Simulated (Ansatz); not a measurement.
Start from AlN in the wurtzite structure (space group P6_3mc, No. 186; a = 3.114 Å, c = 4.983 Å).

Computed with PBEsol, PAW, 420 eV (Ansatz, a quantum-chemistry and plane-wave program; without spin-orbit coupling).

One change was made to it. Results:

| quantity | base | after |
|---|---|---|
| density | 3.25 g/cm³ | 3.48 g/cm³ |
| valence-band top at Γ (three highest levels, from the VBM) | 0.00, -0.22, -0.22 eV | 0.00, -0.31, -0.31 eV |

### Question
Name the change that was made.
A) pressure 30 GPa
B) pressure 0.9 GPa
C) pressure 15 GPa
D) pressure −2 GPa

### Answer
C, pressure 15 GPa. For comparison, the valence-band top at Γ in the other runs: pressure 30 GPa gives 0.00, -0.41, -0.41 eV; pressure −2 GPa gives 0.00, -0.21, -0.21 eV; pressure 0.9 GPa gives 0.00, -0.23, -0.23 eV.

The levels and masses belong to the bands next to the band gap. Load acts through the strain it causes; cell and atoms are relaxed under it. Whether these cells are dynamically stable was not tested. Measured, AlN leaves this structure (for rock salt) near 14 GPa (temperature not stated; as listed in Datta, Sujoy, Jana, Debnarayan, arXiv (2020)), on rising pressure, with hysteresis.
